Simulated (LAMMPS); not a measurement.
Molecular dynamics of CdSe (zinc blende), 4096 atoms, at 680 K and 0 GPa, heated as the crystal.

Method: classical MD, pair style sw, file CdTeZnSeHgS0.sw; code LAMMPS.

```csv
frequency (THz),"spectral density (1/THz), total","spectral density (1/THz), Cd","spectral density (1/THz), Se"
0.04400,0.0001,0.0000,0.0000
0.2205,0.0013,0.0008,0.0006
0.3970,0.0042,0.0024,0.0018
0.5730,0.0085,0.0048,0.0037
0.7500,0.0136,0.0076,0.0060
0.9260,0.0200,0.0111,0.0089
1.103,0.0285,0.0158,0.0128
1.279,0.0403,0.0224,0.0179
1.455,0.0552,0.0309,0.0242
1.632,0.0751,0.0423,0.0327
1.808,0.1050,0.0595,0.0455
1.984,0.1467,0.0840,0.0628
2.161,0.1902,0.1104,0.0798
2.337,0.2187,0.1287,0.0901
2.513,0.2252,0.1340,0.0912
2.690,0.2162,0.1301,0.0862
2.866,0.2009,0.1222,0.0787
3.043,0.1827,0.1121,0.0706
3.219,0.1584,0.0977,0.0607
3.396,0.1236,0.0765,0.0472
3.572,0.0852,0.0529,0.0323
3.748,0.0598,0.0379,0.0219
3.925,0.0567,0.0376,0.0191
4.101,0.0740,0.0523,0.0217
4.277,0.1055,0.0803,0.0251
4.454,0.1331,0.1083,0.0248
4.630,0.1288,0.1096,0.0192
4.806,0.0876,0.0764,0.0112
4.983,0.0373,0.0333,0.0040
5.159,0.0122,0.0083,0.0039
5.336,0.0291,0.0038,0.0253
5.512,0.0804,0.0087,0.0717
5.688,0.1318,0.0159,0.1159
5.865,0.1472,0.0218,0.1254
6.041,0.1248,0.0239,0.1009
6.218,0.1080,0.0282,0.0798
6.394,0.1593,0.0512,0.1081
6.571,0.2984,0.1007,0.1977
6.747,0.4482,0.1538,0.2943
6.923,0.4937,0.1727,0.3210
7.100,0.4013,0.1438,0.2575
7.276,0.2478,0.0911,0.1567
7.453,0.1196,0.0447,0.0749
7.629,0.0444,0.0167,0.0277
7.805,0.0111,0.0042,0.0069
7.982,0.0022,0.0008,0.0014
8.158,0.0017,0.0006,0.0011
8.334,0.0015,0.0005,0.0009
8.511,0.0011,0.0004,0.0007
8.687,0.0011,0.0004,0.0007
```

Read from the full data:
- state found: crystal; no diffusion seen in 30 ps
- mean frequency of the velocity spectrum: 4.9 THz

Caution: in nature this polymorph isn't the stable one over the whole range of temperature at this pressure, and short runs keep a crystal in its starting form.
